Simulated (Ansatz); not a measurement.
Computed paths: interstitial O in wurtzite GaN, charge state -2

Consider interstitial O in wurtzite GaN, charge state -2. The numbers are results of PBE, PAW (plane waves to 420 eV; Ansatz, a first-principles code), not measurements.

Settings: 72 host sites, the relaxed PBE lattice, one k-point at (0.125, 0.250, 0.250), smearing 0.01 eV, spin-restricted, no image-charge correction. No zero-point or tunnelling terms. The charge state is imposed; whether it is stable for some Fermi level was not computed. Sites that were not tried may lie lower.

Barriers: single points on a 2×2×2 k-point mesh shifted by half a step along c at the bands' geometries.

```
Route                          Start site over the lowest site run (eV)  Hop (Å)  Forward barrier (eV)  Backward barrier (eV)                 Neighbours at the start                                                Neighbours at the saddle  Saddle order  Forward, on the band's own sampling (eV)
-----------------------------  ----------------------------------------  -------  --------------------  ---------------------  --------------------------------------  ----------------------------------------------------------------------  ------------  ----------------------------------------
O moves alone to another site                                      0.00     2.60                  1.86                   1.86  3 Ga at 1.90; N at 2.38, 2 N at 2.39 Å                                             3 Ga at 1.86; 3 N at 2.21 Å   first order                                      1.86
O moves alone to another site                                      0.00     3.22                  2.13                   2.13  3 Ga at 1.90; N at 2.38, 2 N at 2.39 Å  Ga at 1.81, Ga at 1.89, Ga at 1.92, Ga at 2.03; N at 2.14, N at 2.34 Å  inconclusive                                      2.13
```

Paths come from nudged elastic bands with a climbing image. Of the routes that converged and passed our checks, the lowest saddle point lies 1.86 eV above the lowest of the sites run (O moves alone to another site); other sites, such as split forms, and other routes may lie lower. 

The whole set of runs took very roughly 2.3 core-hours.
